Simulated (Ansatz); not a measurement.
The starting structures come from a database of crystals and need not be the phases stable at ambient conditions.

The decay constant κ of evanescent states in the gap governs leakage through a thin film.

Data:

```yaml
crystal:
  lattice:
    - [6.74531, 0.00000, 0.00000]
    - [0.00000, 7.35534, 0.00000]
    - [3.37266, -3.67767, 3.67767]
  atoms:
    - { symbol: Sr, position: [0.50000, 0.00000, 0.00000] }
    - { symbol: Sr, position: [0.25000, 0.50000, 0.00000] }
    - { symbol: Ge, position: [0.00000, 0.00000, 0.00000] }
    - { symbol: Ge, position: [0.75000, 0.50000, 0.00000] }
    - { symbol: H, position: [0.69961, 0.92539, 0.35077] }
    - { symbol: H, position: [0.37500, 0.57461, 0.50000] }
    - { symbol: H, position: [0.05039, 0.07461, 0.64923] }
    - { symbol: H, position: [0.87500, 0.42539, 0.50000] }
    - { symbol: O, position: [0.01543, 0.91397, 0.65362] }
    - { symbol: O, position: [0.07060, 0.26034, 0.17431] }
    - { symbol: O, position: [0.66906, 0.08603, 0.34638] }
    - { symbol: O, position: [0.24491, 0.73966, 0.82569] }
    - { symbol: O, position: [0.08094, 0.23966, 0.65362] }
    - { symbol: O, position: [0.50509, 0.41397, 0.17431] }
    - { symbol: O, position: [0.73457, 0.76034, 0.34638] }
    - { symbol: O, position: [0.67940, 0.58603, 0.82569] }
```

The cell was relaxed by PBE-D3(BJ); by r2SCAN it stands under a pressure of -2.5 GPa.

Transport runs along the normal of the first two printed cell vectors, the (100) plane of the conventional cell.

The gap is the functional's own. No spin-orbit coupling. Mid-gap values are those at the computed energy nearest the middle.

### Question
Give the band gap and the smallest decay constant κ at mid-gap that r2SCAN in Ansatz (a program for electronic structure) yields.

### Answer
Gap 4.81 eV on a 8×8×8 mesh; κ = 0.369 1/Å, at the zone centre.
